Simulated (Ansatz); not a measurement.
An Ansatz (a first-principles code) run: Ga; Ansatz, PBE, PAW, cutoff 420 eV, scalar-relativistic without spin-orbit coupling.

Input:

Ansatz 0.2 input:
```yaml
crystal:
  lattice:
    - [2.2872960568, -3.8699534046, 0]
    - [2.2872960568, 3.8699534046, 0]
    - [0, 0, 4.5877183914]
  atoms:
    - { symbol: Ga, position: [0.156324059, 0.843675941, 0.9177267342] }
    - { symbol: Ga, position: [0.843675941, 0.156324059, 0.0822732658] }
    - { symbol: Ga, position: [0.343675941, 0.656324059, 0.4177267342] }
    - { symbol: Ga, position: [0.656324059, 0.343675941, 0.5822732658] }
basis: { ecutwfc: 420, ecutrho_ratio: 4, xc_grid: 2, fft_grid_basis: typed }
kpoints: { mp_grid: { grid: [12, 12, 10] } }
hamiltonian:
  xc: pbe
  dispersion: none
  pseudopotentials: { kind: paw }
scf: { occupations: { method: fermi_dirac, width: 0.05 }, convergence: { dr2_threshold: 0.0000000004 } }
output: { forces: true, stress: true }
checkpoint: { write: state.ck, write_every: 1000 }
```

Output (explanatory and most iteration lines left out):

```
Pseudopotential: Ga, paw, valence charge 13
Crystal: 4 atoms, lattice volume = 81.218 Å³
Basis set: ecut = 420 eV, 1601 PW (Γ), exchange–correlation on 64×64×64 points (8 copies of the dense FFT grid, shifted against one another)
Bands: 30, of which v1, the nominal top of the filled ones, is band 26 counted from 1 (25 counted from 0)
Symmetry: 8 space group operations
Space group: Cmce (ITA 64), of the structure as read, at distance tolerance 4.3e-5 Å
k-points: 258 of 1440
Functional: x = pbe(κ = 0.804, μ = 0.2195149727645171), c = pbe(β = 0.06672455060314922)
SCF iter   1: F=—  HF=-15132.090775 eV  |F-HF|=—  |Δ(HF+E_count)|=         —  Δρ=1.18e-3  dr2=1.27e-3  ethr=1.77e-3  ⟨swp⟩=6.0  Hψ=28805  notcnv=0
SCF iter   2: F=—  HF=-15132.089099 eV  |F-HF|=—  |Δ(HF+E_count)|=   1.68e-3  Δρ=7.47e-4  dr2=5.32e-4  ethr=2.44e-6  ⟨swp⟩=2.1  Hψ=15468  notcnv=0
SCF 1 converged in 9 iterations: F = -15132.089130 eV  dr2 = 6.12e-11
SCF converged after 9 iterations
Free energy (F): -15132.089130 eV
Internal energy: -15132.082169 eV  (E = F + TS)
E sigma→0 (E₀):  -15132.085650 eV
Entropy (-TS):   -0.006961 eV (-1.740 meV/atom)
Fermi energy:    8.565934 eV
--- Forces (eV/Å), atoms counted from 1 ---
  atom   1  Ga     0.00000000     0.00012867     0.00004092
  atom   2  Ga     0.00000000    -0.00012867    -0.00004092
  atom   3  Ga     0.00000000    -0.00012867     0.00004092
  atom   4  Ga     0.00000000     0.00012867    -0.00004092
--- Stress (GPa, compression-positive) ---
        0.003060       0.000000      -0.000000
        0.000000      -0.001612       0.000000
       -0.000000       0.000000       0.002669
  P = ⅓ Tr σ = 0.0014 GPa (0.014 kbar)
```

No phonon test of stability was made. The cell is Ga (space group Cmce, No. 64).
